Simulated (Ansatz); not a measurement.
ZnSe (F-43m) under hydrostatic pressure: band gap by PBEsol with spin-orbit coupling, rigid bands (plane waves, PAW; Ansatz, an electronic-structure program). The unloaded cell, whose axes the loads refer to:

```xyz
2
Lattice="0.0000 2.8167 2.8167 2.8167 0.0000 2.8167 2.8167 2.8167 0.0000" Properties=species:S:1:pos:R:3 pbc="T T T"
Zn     0.0000     0.0000     0.0000
Se     4.2251     4.2251     4.2251
```

```
hydrostatic pressure (GPa)  volume per atom (Å³)  band gap (eV)
--------------------------  --------------------  -------------
-2                                         23.10         0.9812
0                                          22.35              ?
2                                          21.72          1.223
5                                          20.92          1.377
10                                         19.87          1.594
```

Q: Fit a straight line to band gap against the load over the rows given, and predict the row at 0 GPa.

A: The means are x̄ = 3.750 GPa and ȳ = 1.2938; Σ(x − x̄)(y − ȳ) = 3.902 and Σ(x − x̄)² = 76.75, so the slope is 50.8 meV per GPa, and the rows given lie within 20 meV of the line. At 0 GPa the line gives 1.103 eV; the calculation gives 1.109 eV, 0.53 % from it.

Q: With all rows, what volume deformation potential dE_g/d ln V follows?

A: A line through E_g against ln V has the slope -4.1 eV, so the gap opens under compression.

 Stresses and pressures are the targets of the relaxation. The structure type is held at every load. Geometry: cell and atoms relaxed with PBEsol.
